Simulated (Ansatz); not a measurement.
## WSi (model structure, started from the WC type, P-6m2, No. 187, 2 atoms in the cell)

Level of theory: PBE-D3(BJ) (plane waves, PAW; Ansatz, a quantum-chemistry and plane-wave program).

Numerical settings: plane-wave cutoff 500 eV, 18×18×12 k mesh (along the axes of the cell as run), Fermi–Dirac smearing 0.05 eV, no spin polarisation, scalar-relativistic PAW data made under PBE.

Cell (relaxed at this level):

```cif
data_SiW
_chemical_formula_sum 'W1 Si1'
_space_group_name_H-M_alt 'P-6m2'
_space_group_IT_number 187
_space_group_name_Hall 'P -6 2'
_cell_length_a 3.10029
_cell_length_b 3.10029
_cell_length_c 3.51125
_cell_angle_alpha 90.000
_cell_angle_beta 90.000
_cell_angle_gamma 120.000
loop_
_atom_site_label
_atom_site_type_symbol
_atom_site_symmetry_multiplicity
_atom_site_Wyckoff_symbol
_atom_site_fract_x
_atom_site_fract_y
_atom_site_fract_z
_atom_site_occupancy
W1 W 1 a 0.00000 0.00000 0.00000 1
Si1 Si 1 f 0.66667 0.33333 0.50000 1
```

| Item | Result |
|---|---|
| band gap | none |

Note: the relaxation could raise the start's symmetry but not lower it, so the cell can be a saddle point.

Spin–orbit coupling is not included.

The computed numbers hold no vibrational or temperature effects.

Computing time: about 80 core-seconds (a rough figure).

A model structure was made by putting elements into a prototype or built by hand; it is no filed structure, need not be a known phase, and can be a saddle point held by its symmetry.
